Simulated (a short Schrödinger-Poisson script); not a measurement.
From a short Schrödinger-Poisson script (our own, NumPy): 1D Poisson equation in equilibrium, electrons quantum, Hartree (BenDaniel-Duke, 40 states a valley, the channel's in-plane mass for all, wave functions free to enter the barrier), parabolic valleys, classical holes, donors ionised by Fermi statistics, acceptors fully, no traps, pinning or gate leakage.

System: gated In0.52Al0.48As/In0.53Ga0.47As modulation-doped gas in a quantum well, at 20 K.

From the gate side: 30 nm In0.52Al0.48As; 30 nm In0.52Al0.48As, donors 1.4e18 cm⁻³; 20 nm In0.52Al0.48As; 20 nm In0.53Ga0.47As; 4000 nm In0.52Al0.48As, acceptors 4e14 cm⁻³.

Constants are typed, rounded textbook-type inputs, not results; the design itself was drawn at random and stands for no fabricated device. In0.52Al0.48As: permittivity 12.5, conduction-band edge (eV) 0.52, gap (eV) 1.45, electron mass (mₑ) 0.075, Nv at 300 K (cm⁻³) 1.1e19. In0.53Ga0.47As: permittivity 13.9, conduction-band edge (eV) 0, gap (eV) 0.74, Nv at 300 K (cm⁻³) 7.7e18.

Channel valleys (confinement mass, in-plane density-of-states mass, number): Γ 0.041, 0.041, 1. At the gate the conduction-band edge of layer 1 lies 0.65 eV − eVg above the Fermi level of the channel; the field vanishes at the back. Donor level 0.006 eV below the band edge. The barrier under the gate holds no holes. Gaps are held at their typed values at every temperature. Mesh 0.08 nm at interfaces.

Give the capacitance at Vg = 0.4 V (μF/cm²); the sheet density of all electrons at Vg = 0.4 V (cm⁻²); the sheet density of all electrons at Vg = -1.6 V (cm⁻²).

capacitance at Vg = 0.4 V (μF/cm²): 0.328; sheet density of all electrons at Vg = 0.4 V (cm⁻²): 9.96e11; sheet density of all electrons at Vg = -1.6 V (cm⁻²): 6.98e11.
